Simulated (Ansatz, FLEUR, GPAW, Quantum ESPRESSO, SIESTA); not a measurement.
# One structure in several programs: AlCo3 (P6_3/mmc, 8 atoms in the cell)

Self-consistent single point, at a second geometry (lattice scaled by 0.98). First geometry:

```xyz
8
Lattice="5.1885 0.0000 0.0000 -2.5943 4.4934 0.0000 0.0000 0.0000 4.1776" Properties=species:S:1:pos:R:3 pbc="T T T"
Al     2.5943     1.4978     1.0444
Al     0.0000     2.9956     3.1332
Co     0.0000     1.4817     1.0444
Co     2.5943     3.0117     3.1332
Co     3.9053     0.7409     3.1332
Co    -1.3110     3.7525     1.0444
Co     1.3110     3.7525     1.0444
Co     1.2832     0.7409     3.1332
```
Moments meant for the start (each program seeds them in its own way; μB, in the order of the atoms Al Al Co Co Co Co Co Co): 0.0 0.0 3.0 3.0 3.0 3.0 3.0 3.0.

Shared settings, as Ansatz (an electronic-structure program) writes them: kpoints.mp_grid.grid = 5 5 5; scf.occupations.method = gaussian; scf.occupations.width = 0.05 eV. Potentials and cutoffs stand in the table.

```csv
code,model,ΔF from the first geometry (meV/atom),pressure (GPa),largest force (eV/Å),size of the net moment (μB/atom),cutoff
Quantum ESPRESSO,"LDA (PZ), PSlibrary ultrasoft (LDA) pseudopotentials",-88.3,-15.71,0.013,0.91,55 Ry
SIESTA,"LDA PW92, numerical atomic orbitals DZP, PseudoDojo LDA standard norm-conserving potentials (rewritten from UPF to PSML)",-95.9,-17.38,0.117,0.89,grid 400 Ry
Ansatz,"LDA (PW92), PAW files made with PBE",-89.6,-15.77,0.019,0.90,420 eV
GPAW,"LDA (Perdew-Wang 92), GPAW PAW datasets LDA (gpaw-data 1.0.1)",-85.3,-14.79,0.010,0.90,800 eV
FLEUR,"LDA (Perdew-Zunger), all-electron FLAPW (FLEUR), scalar-relativistic valence",–,–,–,0.88,Kmax 3.6 1/bohr
```

A dash marks a value that a program does not give, or that is left out as unsure.

On Ansatz's run: the magnetic order is the one reached from the typed start; others were not searched systematically.

The spread over the programs that give each value: ΔF from the first geometry within 10.6 meV/atom; pressure within 2.59 GPa; largest force within 0.107 eV/Å; size of the net moment within 0.03 μB/atom.

SIESTA uses small atom-centred bases, whose incompleteness enters pressures, forces and empty levels differently from a plane-wave cutoff. FLEUR treats all electrons, but the usual bases taken here (sphere radii, linearisation, local orbitals, empty states) were not tested for convergence, so the values are no reference for the others. Ansatz's pressure is given at a fixed set of plane waves, as the other plane-wave codes print theirs; with its correction for the finite basis it is -15.69 GPa. The same LDA comes in different parametrisations, which differ slightly. In the pressure, SIESTA (by 1.68) lies more than 1 GPa from the median of the plane-wave programs. In the force vectors, SIESTA (by 0.103) lies more than 0.08 eV/Å from the median of the plane-wave programs.

The starting cell comes from a database of computed structures (which also holds hypothetical and non-ambient phases and stackings), without a prior relaxation at this level. Its lattice was rescaled by a random factor within 2.5 % of one. For this run, on top of that: lattice scaled by 0.98.

Keys are those of Ansatz 0.2.
